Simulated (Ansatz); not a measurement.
CsCl-type RuAl, treated with PBEsol (Ansatz, a program for electronic structure, PAW).

Settings: plane-wave cutoff 520 eV, 18×18×18 k mesh, Fermi–Dirac smearing 0.05 eV, no spin polarisation, scalar-relativistic PAW data made under PBE.

Pressure at four volumes; x = ln(V/13.179 Å³). One pressure is withheld.

```
V (Å³/atom)        x  P (GPa)
-----------  -------  -------
12.388       -0.0619    15.56
13.179        0.0000     0.01
13.706        0.0392    -7.89
13.969        0.0582        ?
```

**Question.** Pass a parabola P(x) through the three rows shown, estimate the bulk modulus and its pressure derivative near zero pressure, and predict the withheld pressure.

**Answer.** Slopes between the rows: (0.01 − (15.56))/(0.0000 − (-0.0619)) = -251.21 and (-7.89 − (0.01))/(0.0392 − (0.0000)) = -201.53 GPa. Their difference over the span 0.1011 is c = 49.68/0.1011 = 491.4 GPa, so P(x) = 15.56 + (-251.21)(x − (-0.0619)) + 491.4 (x − (-0.0619))(x − (0.0000)). At the middle row B = −dP/dx = −[-251.21 + 491.4 × 0.0619] = 220.8 GPa, and B′ = dB/dP = 2c/B = 4.5. At x = 0.0582 the parabola gives -11.18 GPa; the run gives -11.25 GPa. The Birch–Murnaghan fit to the energies at all volumes has B0 = 219 GPa and B′ = 4.4.
